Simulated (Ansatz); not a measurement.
Effective masses and thermopower of monolayer Sb

Data:

```yaml
crystal:
  lattice:
    - [4.16291, 0.00000, 0.00000]
    - [-2.08145, 3.60518, 0.00000]
    - [0.00000, 0.00000, 17.40652]
  atoms:
    - { symbol: Sb, position: [0.66667, 0.33333, 0.54652] }
    - { symbol: Sb, position: [0.33333, 0.66667, 0.45348] }
```

Level of theory: PBE with spin-orbit coupling, rigid bands (plane waves, PAW; Ansatz, a first-principles code). Condition of this run: biaxial strain +1 % with spin-orbit coupling. Cell: cell and atoms relaxed with PBE, then loaded as said.

| Property | Value |
|---|---|
| band gap | 1.12 eV |
| electron conductivity mass (300 K, dilute) | 0.24 mₑ |
| hole conductivity mass (300 K, dilute) | 0.135 mₑ |
| effective density of states N_c (300 K) | 1.9e13 cm⁻² |
| effective density of states N_v (300 K) | 1.3e12 cm⁻² |
| Seebeck coefficient, n-type 1.7e12 cm⁻², 300 K | -375 μV/K |
| Seebeck coefficient, p-type 1.7e12 cm⁻², 300 K | 138 μV/K |

Rigid bands; masses and Seebeck coefficients take one relaxation time τ for all states and one kind of carrier; polarons and phonon drag are left out.
